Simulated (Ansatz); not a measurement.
Take an 8-atom supercell of AlNi in the CsCl type structure (space group Pm-3m, No. 221; non-magnetic) at its relaxed geometry as the base.

```
AlNi
1.0
    2.86217    -2.86217    -2.86217
   -2.86217     2.86217    -2.86217
    2.86217     2.86217     2.86217
Al Ni
4 4
Direct
  0.50000   0.50000   0.00000
  0.00000   0.00000   0.00000
  0.00000   0.50000   0.50000
  0.50000   0.00000   0.50000
  0.50000   0.50000   0.50000
  0.00000   0.00000   0.50000
  0.00000   0.50000   0.00000
  0.50000   0.00000   0.00000
```

Level of theory: Kohn–Sham DFT with the PBEsol functional, run in Ansatz (a quantum-chemistry and plane-wave program) with PAW and 420 eV plane waves, spin-orbit coupling left out.

Base values:

| Quantity | Result |
|---|---|
| Pressure | 0.0 GPa |

Perturbation: one Ni atom is added in an open site, starting 1.51 Å from the nearest host atom, atoms relaxed at fixed cell, starting from a slightly rattled geometry.

**Question.** Estimate the effect on the largest displacement of a host atom from its site in the perfect cell and pressure.

**Answer.** The largest displacement of a host atom from its site in the perfect cell amounts to 1.34 Å; the pressure goes from zero to 48.5 GPa.

Other magnetic orders, which the real material may have, were not ruled out. The cell is small, so the values are those of an ordered compound at a high defect concentration; dilute-limit values will differ. Starting moments died away, wholly or in part, for Ni interstitial (started 1.51 Å from the nearest host atom) and the base; another magnetic solution may exist. Spin-polarised in the final run: Ni interstitial (started 1.51 Å from the nearest host atom); the other runs are not. The defect cell is spin-polarised and ends with 0.0 μB.
